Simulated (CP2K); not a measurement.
CP2K run on Ta2O5 (P1, 7 atoms in the cell): self-consistent single point.

Level of theory: LDA (Pade form), GPW, DZVP-MOLOPT-SR-GTH basis, GTH-PADE potentials (GTH_POTENTIALS) in CP2K 2026.2.

The change in words: atoms moved at random. Reference geometry:
```
Ta2O5
1.0
    6.08615     0.00000     0.00000
    1.46473     5.90726     0.00000
   -3.77544    -2.95363     3.75011
Ta O
2 5
Direct
  0.19809   0.19809   0.00000
  0.80191   0.80191   0.00000
  0.00000   0.00000   0.00000
  0.50000   0.00000   0.00000
  0.00000   0.00000   0.50000
  0.00000   0.50000   0.00000
  0.50000   0.50000   0.50000
```

Reference input (self-consistent single point, DFT LDA (Pade form), GPW, DZVP-MOLOPT-SR-GTH basis, GTH-PADE potentials (GTH_POTENTIALS)): CUTOFF = 500 Ry; REL_CUTOFF = 60 Ry; KPOINTS/SCHEME = MONKHORST-PACK 6 6 6; GAMMA_CENTERED = T; XC_FUNCTIONAL = PADE; Ta/BASIS_SET = DZVP-MOLOPT-SR-GTH; Ta/POTENTIAL = GTH-PADE-q13; O/BASIS_SET = DZVP-MOLOPT-SR-GTH; O/POTENTIAL = GTH-PADE-q6; METHOD = GPW; EPS_DEFAULT = 1e-11; NGRIDS = 5. This run's input differs from it in these lines:

```diff
@@ -66,9 +66,9 @@
     &COORD
-      Ta       1.49575402     1.17016913     0.00000000
-      Ta       6.05512698     4.73709087     0.00000000
-      O        0.00000000     0.00000000     0.00000000
-      O        3.04307300     0.00000000     0.00000000
-      O       -1.88772000    -1.47681500     1.87505250
-      O        0.73236750     2.95363000     0.00000000
-      O        1.88772050     1.47681500     1.87505250
+      Ta       1.47085045     1.22466361     0.03376595
+      Ta       6.11572404     4.75050625     0.06924944
+      O        0.08854853     0.00723344    -0.04065489
+      O        2.97991517    -0.06721280    -0.01517292
+      O       -1.92478271    -1.47400905     1.83482887
+      O        0.72220859     2.88910795     0.00755646
+      O        1.87385792     1.53060060     1.86053209
     &END COORD
```

Output, abridged:

```
 SCF WAVEFUNCTION OPTIMIZATION

  Step     Update method      Time    Convergence         Total energy    Change
     1 NoMix/Diag. 0.20E+00      -     1.62108184      -196.9531222879 -1.97E+02
     2 Broy./Diag. 0.20E+00      -     0.16372384      -188.6699179104  8.28E+00
     3 Broy./Diag. 0.20E+00      -     0.24591392      -194.0973426527 -5.43E+00
     4 Broy./Diag. 0.20E+00      -     0.06222929      -197.6931466849 -3.60E+00
     5 Broy./Diag. 0.20E+00      -     0.06145783      -196.4133472760  1.28E+00
     6 Broy./Diag. 0.20E+00      -     0.00922511      -197.1801957485 -7.67E-01
   [... 15 lines left out ...]
    22 Broy./Diag. 0.20E+00      -     0.00000037      -197.1672913775  4.90E-06
    23 Broy./Diag. 0.20E+00      -     0.00000031      -197.1672948571 -3.48E-06
    24 Broy./Diag. 0.20E+00      -     0.00000017      -197.1672974202 -2.56E-06
    25 Broy./Diag. 0.20E+00      -     0.00000006      -197.1672963484  1.07E-06
  *** SCF run converged in    25 steps ***

  Overlap energy of the core charge distribution:               0.00000068118651
  Self energy of the core charge distribution:               -378.41978517646356
  Core Hamiltonian energy:                                     96.84324997315289
  Hartree energy:                                             115.14278543149678
  Exchange-correlation energy:                                -30.73354725780333

  Total energy:                                              -197.16729634843068

 ENERGY| Total FORCE_EVAL ( QS ) energy [hartree]           -197.167295558731155

 FORCES| Atomic forces [hartree/bohr]
 FORCES|   Atom     x               y               z               |f|
 FORCES|      1  5.09038493E-02 -4.49455530E-02 -1.85819941E-04   6.79068416E-02
   [... lines left out ...]

 STRESS| Analytical stress tensor [bar]
 STRESS|                        x                   y                   z
 STRESS|      x       -1.45419341640E+05   4.14725196258E+04  -4.45646875414E+03
 STRESS|      y        4.14725196258E+04  -1.22745142010E+05  -4.68145873546E+03
 STRESS|      z       -4.45646875414E+03  -4.68145873546E+03  -1.76734492464E+05
 STRESS| 1/3 Trace                                            -1.48299658705E+05
```

The run converged in 25 iterations. Against the reference run the free energy goes up by 69.0 meV/atom, the pressure goes from -16.44 to -14.83 GPa, the largest force goes from 0.040 to 3.492 eV/Å and the gap on the mesh goes from 1.786 to 1.812 eV.

The starting cell comes from a database of computed structures (which also holds hypothetical and non-ambient phases and stackings), without a prior relaxation at this level. For this run, on top of that: atoms moved at random. Spin-orbit coupling is off. Values carry the incompleteness of an atom-centred basis. With a pressure of about -15 GPa the cell is away from its equilibrium volume at this level. Forces in this geometry exceed 1 eV/Å.

Cost on one core of a shared machine: roughly 3 min.
